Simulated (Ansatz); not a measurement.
## Surface dipole against coverage: Li on fcc Au (111)

One Li atom in each cell of a four-layer slab of fcc Au (111), started at a threefold hollow (fcc) site; the adatom and the upper two layers relax, with a dipole correction. Δφ is the change of the top face's work function against the clean slab's 5.12 eV. By the Helmholtz relation an adatom's dipole is μ = |Δφ|/(0.377 eV × n) in debye, for n adatoms per nm². In Topping's model neighbouring dipoles depolarise each other, so that 1/μ = (1 + 9α·n^(3/2))/μ0 is a line in x = n^(3/2). Calculation: PBE (plane waves to 420 eV, PAW; Ansatz, a quantum-chemistry and plane-wave program). All cells sample the k points of the 1×1 cell's 12×12×1 mesh, with Fermi-Dirac smearing of 0.1 eV (energies taken to zero smearing), without spin polarisation or spin-orbit coupling.

| cell | x (nm⁻³) | 1/μ (1/D) | n (nm⁻²) | Δφ (eV) |
|---|---|---|---|---|
| 4×3 | 1.17 | 0.360 | 1.11 | -1.16 |
| 3×3 | 1.80 | 0.372 | 1.48 | -1.50 |
| 4×2 | 2.16 | 0.388 | 1.67 | -1.62 |
| 3×2 | 3.33 | 0.412 | 2.23 | -2.04 |
| 2×2 | 6.10 | ? | 3.34 | ? |

Problem. Using a straight line, estimate the missing 1/μ at x = 6.10 from the other rows, showing the fit.

Solution. With u = x - 2.1, the rows have u = -0.9300, -0.3000, 0.0600, 1.2300. Means: u 0.015000, 1/μ 0.3830. About the means, the sum of products is 0.060660 and the sum of squares of u is 2.4705; the slope is their ratio. Least squares gives 1/μ = 0.3826 + 0.02455·u. Residuals (row less fit): 0.0002, -0.0032, 0.0039, -0.0008; standard error 0.0036 (degrees of freedom: 2). At x = 0 the line gives 1/μ0 = 0.331, so a lone adatom carries about 3.0 D, its positive end outward; slope over intercept is 9α, which puts α at roughly 8.2 Å³, a figure that hangs on Δφ's last digit. At the withheld row, u = 4.0000, so 1/μ = 0.3826 + 0.02455 × 4.0000 = 0.4808 1/D. The calculation gives 0.464 1/D, 0.0168 1/D below the prediction (16.2 % of the range of 1/μ in the table). The row lies outside the fitted rows, so this is an extrapolation.

The model takes a square or triangular net of point dipoles; the 4×2, 3×2 and 4×3 nets are stretched, and dense layers bond among themselves. Chains in 3×1 and 2×1 cells were run too and aren't shown. Only series are tabulated where Δφ keeps its sign and exceeds 0.12 eV, and the fitted rows scatter about the line by under a tenth of the table's range (standard error).

As a change of work function, the prediction is 0.377 × 3.34/0.481 = 2.62 eV in size, against 2.71 eV from the run.

Each row is one calculation, so residuals can be the form's limits or numerical noise.
